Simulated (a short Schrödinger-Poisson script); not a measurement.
Structure: MOS inversion layer, SiO2 on p-type GaN, at 300 K.

```csv
layer,material,thickness (nm),Na (cm⁻³)
1,SiO2,2,-
2,GaN,2500,6.5e16
```

Constants are typed, rounded textbook-type inputs, not results; the design itself was drawn at random and stands for no fabricated device. SiO2: permittivity 3.9, conduction-band edge (eV) 3.2, gap (eV) 9, electron mass (mₑ) 0.5. GaN: permittivity 9.5, conduction-band edge (eV) 0, gap (eV) 3.43, Nv at 300 K (cm⁻³) 4.6e19.

Channel valleys (confinement mass, in-plane density-of-states mass, number): Γ 0.2, 0.2, 1. At the gate the conduction-band edge of layer 1 lies 3.57 eV − eVg above the Fermi level of the channel; the field vanishes at the back. Gaps are held at their typed values at every temperature. Mesh 0.03 nm at interfaces.

Solved with a short Schrödinger-Poisson script written for these runs: 1D Poisson equation in equilibrium, electrons quantum, Hartree (BenDaniel-Duke, 12 states a valley, the channel's in-plane mass for all, wave functions ending at the dielectric), parabolic valleys, classical holes, full ionisation, no traps, pinning or gate leakage.

The same stack at other levels of the model or other numerical settings:

| run | sheet density of all electrons at Vg = 2 V (cm⁻²) | sheet density of all electrons at Vg = 0.8 V (cm⁻²) | capacitance at Vg = 2 V (μF/cm²) | centroid of the channel electrons at Vg = 2 V (nm) | rough cost against the base |
|---|---|---|---|---|---|
| base | 1.02e13 | 1.29e12 | 1.25 | 2.05 | about 1 |
| electrons treated as classical, Boltzmann | 1.43e13 | 2.29e12 | 1.66 | 0.35 | 0.06 |
| electrons treated as classical, Fermi-Dirac | 1.17e13 | 1.92e12 | 1.36 | 1.19 | 0.3 |
| electrons treated as quantum, Hartree plus LDA exchange-correlation | 1.06e13 | 1.46e12 | 1.27 | 1.95 | 2 |
| mesh six times as coarse | 1.02e13 | 1.29e12 | 1.25 | 2.05 | 0.2 |
| one subband a valley | 1.01e13 | 1.29e12 | 1.25 | 1.96 | 0.6 |

The classical rows ignore confinement, and Boltzmann statistics overrate the density once the band edge passes the Fermi level.

In real p-type GaN the Mg acceptor is only partly ionised, and so wide a gap doesn't supply an inversion layer without source and drain.
